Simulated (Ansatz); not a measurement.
Subject: the energy of one form of CsSnI3 over another. The value is E(A) − E(B), in meV per atom.

A: CsSnI3 (Pnma), 20 atoms in the cell, k-point mesh 4×4×3 on the run's own vectors.
```xyz
20
Lattice="-8.9379 0.0000 0.0000 0.0000 0.0000 -8.6969 0.0000 -12.5107 0.0000" Properties=species:S:1:pos:R:3 pbc="T T T"
Cs    -0.5405    -3.1277    -8.8649
Cs    -8.3974    -9.3831     0.1679
Cs    -3.9285    -9.3831    -4.5164
Cs    -5.0094    -3.1277    -4.1805
Sn    -4.4689     0.0000     0.0000
Sn     0.0000     0.0000    -4.3485
Sn     0.0000    -6.2554    -4.3485
Sn    -4.4689    -6.2554     0.0000
I     -2.6039    -0.4203    -2.5488
I     -6.3340   -12.0904    -6.1481
I     -1.8650   -12.0904    -6.8973
I     -7.0729    -0.4203    -1.7996
I     -7.0729    -5.8351    -1.7996
I     -1.8650    -6.6757    -6.8973
I     -6.3340    -6.6757    -6.1481
I     -2.6039    -5.8351    -2.5488
I     -4.5234    -9.3831    -0.5942
I     -4.4145    -3.1277    -8.1027
I      0.0544    -3.1277    -4.9427
I     -8.9923    -9.3831    -3.7543
```

B: CsSnI3 (Pnma), 20 atoms in the cell, k-point mesh 7×4×2 on the run's own vectors.
```xyz
20
Lattice="0.0000 -4.8172 0.0000 -10.8283 0.0000 0.0000 0.0000 0.0000 -18.1270" Properties=species:S:1:pos:R:3 pbc="T T T"
Cs    -0.8271    -1.2043    -5.9472
Cs    -4.5871    -3.6129   -15.0107
Cs    -6.2413    -1.2043    -3.1163
Cs   -10.0013    -3.6129   -12.1798
I     -5.1495    -1.2043    -7.0668
I     -0.2647    -3.6129   -16.1303
I    -10.5637    -1.2043    -1.9967
I     -5.6789    -3.6129   -11.0602
I     -9.0263    -1.2043    -9.0704
I     -7.2162    -3.6129   -18.1339
I     -3.6122    -1.2043     0.0069
I     -1.8020    -3.6129    -9.0566
I     -8.5544    -3.6129    -5.2689
I     -7.6881    -1.2043   -14.3324
I     -3.1402    -3.6129    -3.7946
I     -2.2739    -1.2043   -12.8581
Sn    -7.1520    -3.6129    -7.9810
Sn    -9.0905    -1.2043   -17.0445
Sn    -1.7378    -3.6129    -1.0825
Sn    -3.6764    -1.2043   -10.1460
```

Computed with Ansatz (plane waves, PAW), its default PAW set, cutoff 420 eV, 500 eV for r2SCAN. The structures are at rest with PBE; other levels are single points on them. HSE06 runs on coarser k-point meshes, mended by the PBE difference between the two meshes. Neutral cells; Fermi-Dirac smearing of at most 0.05 eV in the solids, energies taken to zero width. The lattices are those relaxed with PBE, so at other levels the solids can be strained, which adds to the spread. Larger cells are relaxed from a start prepared with the learned potential CHGNet, on a coarser mesh till forces fall under 0.03 eV/Å, which some starts already meet. A dispersion term (D3(BJ), or D4 for r2SCAN) was computed beside these levels and is taken off wherever the name lacks it. Static lattices, no vibrational contributions. The structures are the rest points that the relaxations reached, not proven lowest. Spin-orbit coupling is left out.

Task: Estimate the value that PBE returns for this input.

Result: 1 meV/atom for A less B, too close to call.

Task: How does the value move with the functional?

Result: 
```csv
Level,value (meV/atom),less PBE
r2SCAN,5,4
HSE06,0,-1
```

The levels span 5 meV/atom, from HSE06 (0) to r2SCAN (5).

Ansatz is a first-principles code.
